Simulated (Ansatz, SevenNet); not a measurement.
For CsCl-type AuZn (cubic form, which distorts at low temperature), the machine-learned potential SevenNet-l3i5 (trained on PBE and PBE+U data) gives:

| Quantity | Result |
|---|---|
| lattice constant a | 3.193 Å |
| enthalpy of formation | -0.217 eV/atom |

Q: What does HSE06 (Ansatz, a quantum-chemistry and plane-wave program, PAW) give for the same quantities?

A: 
- lattice constant a: 3.170 Å (drops by 0.7 %)
- formation enthalpy: -0.259 eV/atom (moves by -0.042 eV/atom)

For comparison: formation enthalpy -0.235 ± 0.04 eV/atom (measured, temperature not stated, no zero-point or thermal correction; as tabulated in Nepal et al. (2020), arXiv:2007.11150).

Changes are worked out from the printed values.

Unless a cell is named, each level is at its own relaxed cell (SevenNet-l3i5 16.27, HSE06 15.93 Å³/atom).

Levels without +SOC leave out spin–orbit coupling, which shifts energies and cells of such heavy elements.

Caveats: hybrids on metals are sensitive to the k mesh and can open a false gap (HSE06); symmetry holds this phase in the static calculation, where it need not be a minimum (HSE06). Ansatz's density-functional and Hartree–Fock values are scalar-relativistic unless marked +SOC, with PAW data made under PBE.
